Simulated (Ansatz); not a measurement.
System: Zr-vacancy pair (Zr on one host Al site, one Al site vacant) in fcc Al (neutral cell). These are PBE, PAW (plane waves to 420 eV; Ansatz, a program for electronic structure) values and carry that method's errors.

Cell of 32 host sites held at the relaxed PBE lattice; a 3×3×3 k-point mesh shifted by half a step; Fermi-Dirac width 0.10 eV, spin-restricted; finite-size errors left in. No zero-point or tunnelling terms. Forms of the defect that were not tried may lie lower.

Barriers: single points on a 5×5×5 k-point mesh shifted by half a step at the bands' geometries (they differ from the bands' own by up to 0.08 eV, and are uncertain by about as much).

The step: Zr and the vacancy change places (Zr-vacancy distance between ideal sites 2.86 Å throughout). Atoms about the jump, Cartesian Å from the middle of the jump, before and after:

```
atom     x0     y0     z0     x1     y1     z1
----  -----  -----  -----  -----  -----  -----
Zr1    0.00  -0.97  -0.97   0.00   0.97   0.97
Al2    2.08   1.02  -1.01   2.08   1.01  -1.02
Al3    2.08  -1.01   1.02   2.08  -1.02   1.01
Al4   -2.08  -1.01   1.02  -2.08  -1.02   1.01
Al5   -2.08   1.02  -1.01  -2.08   1.01  -1.02
Al6    0.00   2.85  -0.95   0.00   3.09  -0.99
Al7    0.00   0.99  -3.09   0.00   0.95  -2.85
Al8    0.00  -3.09   0.99   0.00  -2.85   0.95
Al9    0.00  -0.95   2.85   0.00  -0.99   3.09
```

Task: Where do these atoms stand at the saddle point, and how high is it?

Result: 
| atom | x | y | z |
|---|---|---|---|
| Zr1 | 0.00 | 0.00 | -0.01 |
| Al2 | 2.28 | 1.09 | -1.11 |
| Al3 | 2.28 | -1.10 | 1.09 |
| Al4 | -2.28 | -1.12 | 1.10 |
| Al5 | -2.28 | 1.11 | -1.12 |
| Al6 | 0.00 | 2.94 | -1.01 |
| Al7 | 0.01 | 1.00 | -2.96 |
| Al8 | 0.00 | -2.95 | 0.99 |
| Al9 | 0.00 | -1.01 | 2.93 |
It lies 1.00 eV above the start and 1.00 eV above the end. The program found a first-order saddle point.
